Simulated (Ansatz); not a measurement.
CaSnF6 under a change: isotropic strain +5.13 %

Take CaSnF6 (space group Fm-3m, No. 225; a = 8.427 Å; a cell from a computed database, its experimental status unchecked) as the base.

One thing is altered: every lattice vector is stretched by 5.13 %; the atoms relax in the strained cell.

Calculations: plane-wave PAW DFT at the PBEsol level (Ansatz, an electronic-structure program, 420 eV), scalar-relativistic without spin-orbit coupling. k-mesh 7×7×7 (Γ-centred); smearing 0.05 eV (Fermi–Dirac).

- Space group = Fm-3m (No. 225) (base Fm-3m (No. 225))
- Energy relative to the base (free energy F) = +64 meV/atom
- Pressure = -57.3 kbar (base 0.0 kbar)
- Band gap = 5.01 eV (base 5.65 eV)
- Gap character = direct at Γ (base direct at Γ)
- Width of the top valence band = 0.12 eV (base 0.17 eV)
- Electron mass = 0.73 mₑ (at Γ) (base 0.75 mₑ (at Γ))
- Valley order (the lowest conduction-band minima on the path, energy above the VBM, named in the base's zone) = Γ 5.01 eV; X along ⟨100⟩ 5.56 eV (base Γ 5.65 eV; X along ⟨100⟩ 6.23 eV)
- Largest internal atomic displacement = 0.064 Å

Final structure:

```
CELL_PARAMETERS angstrom
      0.00000     4.42941     4.42941
      4.42941     0.00000     4.42941
      4.42941     4.42941     0.00000
ATOMIC_POSITIONS crystal
  Ca 0.00000 0.00000 0.00000
  Sn 0.50000 0.50000 0.50000
  F  0.72731 0.72731 0.27269
  F  0.27269 0.27269 0.72731
  F  0.27269 0.72731 0.72731
  F  0.72731 0.27269 0.27269
  F  0.72731 0.27269 0.72731
  F  0.27269 0.72731 0.27269
```

Masses are band curvatures over ±0.01 Å⁻¹ around the edge. Stability against distortions was not tested.
